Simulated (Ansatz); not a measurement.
The starting structures come from a database of crystals and need not be the phases stable at ambient conditions.

The decay constant κ of evanescent states in the gap governs leakage through a thin film.

Here is the system:

```
CELL_PARAMETERS angstrom
      6.73170     0.00000     0.00000
      2.41425     8.27955     0.00000
     -2.15872     4.13977     2.69554
ATOMIC_POSITIONS crystal
  K  0.41837 0.20918 0.00000
  K  0.58163 0.79082 0.00000
  Ca 0.00000 0.00000 0.00000
  C  0.17475 0.58738 0.00000
  C  0.82525 0.41262 0.00000
  O  0.96449 0.27462 0.00000
  O  0.03551 0.72538 0.00000
  O  0.96449 0.27462 0.41525
  O  0.03551 0.72538 0.58475
  O  0.54924 0.68987 0.58475
  O  0.45076 0.31013 0.41525
```

Space group of this cell: R-3m. The cell is taken as given; by r2SCAN its mean pressure is -0.7 GPa.

Transport runs along the normal of the first two printed cell vectors, the (110) plane of the conventional cell.

No gap correction and no spin-orbit coupling; mid-gap values are interpolated between computed energies.

Question: Estimate the band gap and the smallest decay constant κ at mid-gap that r2SCAN run with Ansatz (a first-principles code) returns for this system.

Answer: Gap 5.16 eV on a 12×12×12 mesh; κ = 0.480 1/Å, at the zone centre.
